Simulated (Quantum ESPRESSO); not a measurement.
A self-consistent single point of a (100) slab of As (cut from a parent of space group no. 166; 12 atoms in the cell) with Quantum ESPRESSO.

Method: PBEsol, PSlibrary ultrasoft (PBE) pseudopotentials (plane waves; Quantum ESPRESSO).

```xyz
12
Lattice="3.6793 0.0000 0.0000 0.0000 10.8896 0.0000 0.0000 0.0000 15.4196" Properties=species:S:1:pos:R:3 pbc="T T T"
As     2.8033     2.4440     7.1678
As     0.9636     1.1859     6.0839
As     0.9636     6.0738     6.0839
As     2.8033     4.8158     5.0000
As     2.8033     9.7037     5.0000
As     2.8033     8.4457     7.1678
As     0.9636     2.4440    10.4196
As     2.8033     1.1859     9.3357
As     2.8033     6.0738     9.3357
As     0.9636     4.8158     8.2518
As     0.9636     9.7037     8.2518
As     0.9636     8.4457    10.4196
```

Reference input (self-consistent single point, DFT, PBEsol, plane waves, GBRV 1.5 ultrasoft (PBESOL) pseudopotentials): ecutwfc = 40 Ry; ecutrho = 200 Ry; occupations = smearing; smearing = gauss; degauss = 0.0073499 Ry; potentials = {As: as_pbesol_v1.uspp.F.UPF}; K_POINTS = automatic 9 3 1 0 0 0; tefield = true; dipfield = true; edir = 3; emaxpos = 0.97; eopreg = 0.05. This run's input differs from it in these lines:

```diff
@@ -13,4 +13,4 @@
     ntyp = 1,
-    ecutwfc = 40,
-    ecutrho = 200,
+    ecutwfc = 30,
+    ecutrho = 180,
     occupations = 'smearing',
@@ -18,2 +18,3 @@
     degauss = 0.0073499,
+    input_dft = 'pbesol',
     edir = 3,
@@ -28,3 +29,3 @@
 ATOMIC_SPECIES
-As    74.9216  as_pbesol_v1.uspp.F.UPF
+As    74.9216  As.pbe-n-rrkjus_psl.1.0.0.UPF
 CELL_PARAMETERS angstrom
```

Output, abridged:

```
     Self-consistent Calculation

     iteration #  1     ecut=    30.00 Ry     beta= 0.30

     Threshold (ethr) on eigenvalues was too large:
     Diagonalizing with lowered threshold

     negative rho (up, down):  2.250E-06 0.000E+00

     Adding external electric field

     Computed dipole along edir(3) :
        Dipole               -0.0008 Ry au,         -0.0020 Debye
        Dipole field         -0.0000 Ry au,

        Potential amp.        0.0001 Ry
        Total length         27.6819 bohr

     total energy              =    -243.59950415 Ry
     estimated scf accuracy    <       0.07541278 Ry

   [... lines left out ...]
        Dipole field          0.0000 Ry au,

        Potential amp.       -0.0000 Ry
        Total length         27.6819 bohr

     total energy              =    -243.59735233 Ry
     estimated scf accuracy    <          2.0E-11 Ry

     iteration # 21     ecut=    30.00 Ry     beta= 0.30

     negative rho (up, down):  1.090E-06 0.000E+00

     Adding external electric field

     Computed dipole along edir(3) :
        Dipole                0.0002 Ry au,          0.0004 Debye
        Dipole field          0.0000 Ry au,

        Potential amp.       -0.0000 Ry
        Total length         27.6819 bohr
     End of self-consistent calculation

     the Fermi energy is     0.0350 ev

!    total energy              =    -243.59735233 Ry
     estimated scf accuracy    <          7.5E-12 Ry
     smearing contrib. (-TS)   =      -0.00268608 Ry
     internal energy E=F+TS    =    -243.59466625 Ry

     electric field correction =       0.00000000 Ry

     convergence has been achieved in  21 iterations

     negative rho (up, down):  1.090E-06 0.000E+00

     Forces acting on atoms (cartesian axes, Ry/au):

     atom    1 type  1   force =     0.00000019    0.00678923   -0.01690780
     atom    2 type  1   force =    -0.00000011   -0.02366844   -0.01995097
     atom    3 type  1   force =     0.00000014   -0.01889473   -0.02039094
     atom    4 type  1   force =    -0.00000002    0.00430078    0.01850604
   [... lines left out ...]
     atom    9 type  1   force =    -0.00000010    0.02366834    0.01995093
     atom   10 type  1   force =     0.00000019   -0.00678925    0.01690777
     atom   11 type  1   force =     0.00000003   -0.00393646    0.02750909
     atom   12 type  1   force =    -0.00000024   -0.00597454   -0.03976493

     Total force =     0.098114     Total SCF correction =     0.000003

   JOB DONE.
```

The run converged in 21 iterations. Against the reference run the largest force moves little (1.028 to 1.034 eV/Å).

The starting cell comes from a database of computed structures (which also holds hypothetical and non-ambient phases and stackings), without a prior relaxation at this level. The slab is cut from that crystal, and its faces are unrelaxed. Its lattice was rescaled in the plane by a random factor within 2.5 % of one. Spin polarisation is off, though cut faces can carry moments; the slab shows no gap. Forces in this geometry exceed 1 eV/Å.

Cost on one core of a shared machine: roughly 2 min.
